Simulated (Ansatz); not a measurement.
Input and output of a self-consistent single point for MgAl₂Ge₂ (P3m1, 5 atoms in the cell) (Ansatz, an electronic-structure program).

Method of the run: PBEsol, harder PAW files (source: ansatz) made with PBE (plane waves; Ansatz).

```
CELL_PARAMETERS angstrom
      4.10584     0.00000     0.00000
     -2.05292     3.55576     0.00000
      0.00000     0.00000     6.77438
ATOMIC_POSITIONS crystal
  Mg 0.00000 0.00000 0.00738
  Al 0.66667 0.33333 0.36759
  Al 0.33333 0.66667 0.63241
  Ge 0.66667 0.33333 0.75695
  Ge 0.33333 0.66667 0.24305
```

Reference input (self-consistent single point, DFT, PBEsol, plane waves, default PAW files made with PBE): basis.ecutwfc = 420 eV; kpoints.mp_grid.grid = 8 8 4; hamiltonian.xc = pbesol; hamiltonian.pseudopotentials = {kind: paw} (the program's default PAW files); scf.occupations.method = fermi_dirac; scf.occupations.width = 0.1 eV. This run's input differs from it in these lines:

Ansatz 0.2 input:
```diff
@@ -13,3 +13,3 @@
 basis:
-  ecutwfc: 420.0
+  ecutwfc: 1350.0
 kpoints:
@@ -18,3 +18,3 @@
   xc: pbesol
-  pseudopotentials: { kind: paw }
+  pseudopotentials: { kind: paw, source: ansatz }
 scf:
```

Output (repeated stretches shortened):

```
SCF iter   1: F=—  HF=-15264.006061 eV  |F-HF|=—  |Δ(HF+E_count)|=         —  Δρ=3.67e-2  dr2=1.18e0  ethr=3.10e-3  ⟨swp⟩=9.5  Hψ=6432  notcnv=0
all-band conjugate gradients solve this SCF's bands
preconditioner: auto → Kerker (q_TF=auto, 2.510 Å⁻¹)
SCF iter   2: F=—  HF=-15263.786008 eV  |F-HF|=—  |Δ(HF+E_count)|=   2.20e-1  Δρ=2.10e-2  dr2=4.75e-1  ethr=1.97e-3  ⟨swp⟩=3.2  Hψ=2552  notcnv=0  defer=2
   [... lines left out ...]
SCF iter   7: F=—  HF=-15263.674715 eV  |F-HF|=—  |Δ(HF+E_count)|=   9.19e-5  Δρ=7.61e-5  dr2=1.82e-5  ethr=1.33e-7  ⟨swp⟩=2.7  Hψ=2216  notcnv=0  defer=2
SCF iter   8: F=—  HF=-15263.674714 eV  |F-HF|=—  |Δ(HF+E_count)|=   1.10e-6  Δρ=4.41e-5  dr2=5.63e-6  ethr=3.03e-8  ⟨swp⟩=2.6  Hψ=2063  notcnv=0  defer=2
SCF iter   9: F=—  HF=-15263.674712 eV  |F-HF|=—  |Δ(HF+E_count)|=   1.39e-6  Δρ=2.26e-5  dr2=1.25e-6  ethr=9.38e-9  ⟨swp⟩=2.2  Hψ=1971  notcnv=0  defer=2
SCF iter  10: F=-15263.674712 eV  HF=-15263.674712 eV  |F-HF|=3.33e-8  |Δ(HF+E_count)|=   5.15e-7  Δρ=6.59e-6  dr2=5.47e-8  ethr=1.67e-10  ⟨swp⟩=8.8  Hψ=8560  notcnv=0
SCF 1 converged in 10 iterations: F = -15263.674712 eV  dr2 = 5.47e-8
Free energy (F): -15263.674712 eV
Internal energy: -15263.640916 eV  (E = F + TS)
E sigma→0 (E₀):  -15263.657814 eV
Entropy (-TS):   -0.033796 eV (-6.759 meV/atom)
Fermi energy:    9.210827 eV
--- Forces (eV/Å), atoms counted from 1 ---
  atom   1  Mg    -0.00000000     0.00000000    -0.15011311
  atom   2  Al     0.00000000     0.00000000     0.08366182
  atom   3  Al    -0.00000000    -0.00000000     0.04133042
  atom   4  Ge     0.00000000     0.00000000     0.20703747
  atom   5  Ge    -0.00000000    -0.00000000    -0.18192756
--- Stress (GPa, compression-positive) ---
       -0.305196       0.000000      -0.000000
        0.000000      -0.305196       0.000000
       -0.000000       0.000000      -0.739927
  P = ⅓ Tr σ = -0.4501 GPa (-4.501 kbar)
  The stress holds the Pulay correction. Without it, at fixed plane waves, as pw.x and ABINIT print it: P = -0.4527 GPa
```

The run converged in 10 iterations. Against the reference run the pressure stays at -0.45 GPa and the largest force stays at 0.207 eV/Å.

The starting cell comes from a database of computed structures (which also holds hypothetical and non-ambient phases and stackings), without a prior relaxation at this level. Its lattice was rescaled by up to half a per cent. One atom was moved a little off its site on purpose. Ansatz's pressure includes its estimate of the finite-basis (Pulay) stress.

Cost on one core of a shared machine: roughly 80 s.
